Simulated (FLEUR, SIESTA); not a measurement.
A SIESTA input for a self-consistent single point of CaMg₂ (P-3m1, 6 atoms in the cell) (DFT, LDA PW92, numerical atomic orbitals DZP, PseudoDojo LDA standard norm-conserving potentials (rewritten from UPF to PSML)):

```
# files in the folder: Ca.psml Mg.psml (PseudoDojo LDA standard)
SystemName  CaMg2
SystemLabel CaMg2

NumberOfAtoms                6
NumberOfSpecies              2
%block ChemicalSpeciesLabel
  1 20 Ca
  2 12 Mg
%endblock ChemicalSpeciesLabel
LatticeConstant              3.445070 Ang
%block LatticeVectors
     1.000000000    0.000000000    0.000000000
    -0.500000000    0.866025364    0.000000000
     0.000000000    0.000000000    4.901874273
%endblock LatticeVectors
AtomicCoordinatesFormat      Ang
%block AtomicCoordinatesAndAtomicSpecies
     1.722536723    0.994505005    1.613919261  1
    -0.000001723    1.989012995   15.273380739  1
    -0.000001723    1.989012995    4.491852927  2
     1.722536723    0.994505005   12.395447073  2
     1.722536723    0.994505005    7.126609473  2
    -0.000001723    1.989012995    9.760690527  2
%endblock AtomicCoordinatesAndAtomicSpecies

XC.functional                LDA
XC.authors                   PW92
PAO.BasisSize                DZP
PAO.EnergyShift              0.01 Ry
MeshCutoff                   400 Ry
%block kgrid.MonkhorstPack
    8   0   0  0.0
    0   8   0  0.0
    0   0   2  0.0
%endblock kgrid.MonkhorstPack
OccupationFunction           MP
OccupationMPOrder            0
ElectronicTemperature        100.0 meV

MaxSCFIterations             150
SCF.Mixer.Method             Pulay
SCF.Mixer.Weight             0.1
SCF.Mixer.History            6
SCF.DM.Tolerance             1.0E-05
Diag.ParallelOverK           true
WriteForces                  true
```

Give the FLEUR input for the same structure, mesh, smearing and functional.

One input that does it (others would too):

Input of the input generator:

```
CaMg2 FLAPW
&input film=f /
6.5102386298 0.0000000349 0.0000000000
-3.2551193451 5.6380320207 0.0000000000
0.0000000000 0.0000000000 31.9123719844
1.0
1.0 1.0 1.0

6
20 0.6666666667 0.3333333333 0.0955700000
20 0.3333333333 0.6666666667 0.9044300000
12 0.3333333333 0.6666666667 0.2659900000
12 0.6666666667 0.3333333333 0.7340100000
12 0.6666666667 0.3333333333 0.4220100000
12 0.3333333333 0.6666666667 0.5779900000

&comp jspins=1 /
&exco xctyp='pz' /
&kpt div1=8 div2=8 div3=2 gamma=t /
&end /
```

```xml
<?xml version="1.0" encoding="UTF-8" standalone="no"?>
<fleurInput fleurInputVersion="0.39">
   <comment>
      CaMg2 FLAPW                                                                                         
   </comment>
   <calculationSetup>
      <cutoffs Kmax="3.8" Gmax="15.2" GmaxXC="15.2" numbands="0"/>
      <scfLoop itmax="100" minDistance="0.00001" maxIterBroyd="25" imix="Anderson" alpha="0.05" precondParam="0.0" spinf="2.0"/>
      <coreElectrons ctail="T" frcor="F" kcrel="0" coretail_lmax="0"/>
      <xcFunctional name="pz" relativisticCorrections="F"/>
      <magnetism jspins="1"/>
      <soc l_soc="F" theta="0.0" phi="0.0" spav="F"/>
      <expertModes spex="0" secvar="F"/>
      <geometryOptimization l_f="T" forcealpha="1.0" forcemix="BFGS" epsdisp="0.00001" epsforce="0.00001"/>
      <ldaU l_linMix="F" mixParam="0.05" spinf="1.0"/>
   </calculationSetup>
   <cell>
      <bzIntegration valenceElectrons="60.0" mode="gauss" fermiSmearingEnergy="0.00367493">
         <kPointListSelection listName="default-1"/>
         <!-- k-points included here -->
         <xi:include xmlns:xi="http://www.w3.org/2001/XInclude" href="kpts.xml"> </xi:include>
      </bzIntegration>
      <!-- symmetry operations included here -->
      <xi:include xmlns:xi="http://www.w3.org/2001/XInclude" href="sym.xml"> </xi:include>
      <bulkLattice scale="1.0">
         <bravaisMatrix>
            <row-1>    6.5102386297999999     0.0000000349000000     0.0000000000000000</row-1>
            <row-2>   -3.2551193450999998     5.6380320206999999     0.0000000000000000</row-2>
            <row-3>    0.0000000000000000     0.0000000000000000    31.9123719844000000</row-3>
         </bravaisMatrix>
      </bulkLattice>
   </cell>
   <atomSpecies>
      <species name="Calcium (Ca)" element="Ca" atomicNumber="20">
         <mtSphere radius="2.63" gridPoints="925" logIncrement="0.013"/>
         <atomicCutoffs lmax="10" lnonsphr="8"/>
         <electronConfig flipSpins="F">
            <coreConfig>(1s1/2) (2s1/2) (2p1/2) (2p3/2)</coreConfig>
            <valenceConfig>(3s1/2) (3p1/2) (3p3/2) (4s1/2)</valenceConfig>
         </electronConfig>
         <energyParameters s="4" p="4" d="3" f="4"/>
         <lo type="SCLO" l="0" n="3" eDeriv="0"/>
         <lo type="SCLO" l="1" n="3" eDeriv="0"/>
      </species>
      <species name="Magnesium (Mg)" element="Mg" atomicNumber="12">
         <mtSphere radius="2.63" gridPoints="925" logIncrement="0.013"/>
         <atomicCutoffs lmax="10" lnonsphr="8"/>
         <electronConfig flipSpins="F">
            <coreConfig>(1s1/2)</coreConfig>
            <valenceConfig>(2s1/2) (2p1/2) (2p3/2) (3s1/2)</valenceConfig>
         </electronConfig>
         <energyParameters s="3" p="3" d="3" f="4"/>
         <lo type="SCLO" l="0" n="2" eDeriv="0"/>
         <lo type="SCLO" l="1" n="2" eDeriv="0"/>
      </species>
   </atomSpecies>
   <atomGroups>
      <atomGroup species="Calcium (Ca)">
         <relPos label="                   1">-1.000/3.000 1.000/3.000 .0955700000</relPos>
         <relPos label="                   2">1.000/3.000 -1.000/3.000 -.0955700000</relPos>
         <force calculate="T" relaxXYZ="TTT"/>
      </atomGroup>
      <atomGroup species="Magnesium (Mg)">
         <relPos label="                   3">1.000/3.000 -1.000/3.000 .2659900000</relPos>
         <relPos label="                   4">-1.000/3.000 1.000/3.000 -.2659900000</relPos>
         <force calculate="T" relaxXYZ="TTT"/>
      </atomGroup>
      <atomGroup species="Magnesium (Mg)">
         <relPos label="                   5">-1.000/3.000 1.000/3.000 .4220100000</relPos>
         <relPos label="                   6">1.000/3.000 -1.000/3.000 -.4220100000</relPos>
         <force calculate="T" relaxXYZ="TTT"/>
      </atomGroup>
   </atomGroups>
   <output dos="F" band="F" slice="F">
      <checks vchk="F" cdinf="F"/>
      <bandDOS minEnergy="-.5*Htr" maxEnergy="0.5*Htr" sigma="0.015" storeEVData="T"/>
      <vacuumDOS vacdos="F" integ="F" star="F" nstars="0" locx1="0.0" locy1="0.0" locx2="0.0" locy2="0.0" nstm="0" tworkf="0.0"/>
      <unfoldingBand unfoldBand="F" supercellX="1" supercellY="1" supercellZ="1"/>
      <plotting iplot="0" polar="F">
         <plot TwoD="T" vec1="  1.0  0.0  0.0" vec2="  0.0  1.0  0.0" vec3="  0.0  0.0  1.0" zero="  0.0  0.0  0.0" file="plot"/>
      </plotting>
      <chargeDensitySlicing numkpt="0" minEigenval="0.0" maxEigenval="0.0" nnne="0" pallst="F"/>
      <specialOutput eonly="F"/>
      <magneticCircularDichroism mcd="F" energyLo="-10.0" energyUp="0.0"/>
   </output>
  <!-- We include the file relax.xml here to enable relaxations (see documentation) -->
  <xi:include xmlns:xi="http://www.w3.org/2001/XInclude" href="relax.xml"> <xi:fallback/> </xi:include>
</fleurInput>
```

Basis, cutoffs, solver keys and any potentials are the target program's own. This input uses DFT, LDA (Perdew-Zunger), all-electron FLAPW (FLEUR), scalar-relativistic valence. LDA parametrisations can differ slightly between programs.

The starting cell comes from a database of computed structures (which also holds hypothetical and non-ambient phases and stackings), without a prior relaxation at this level.
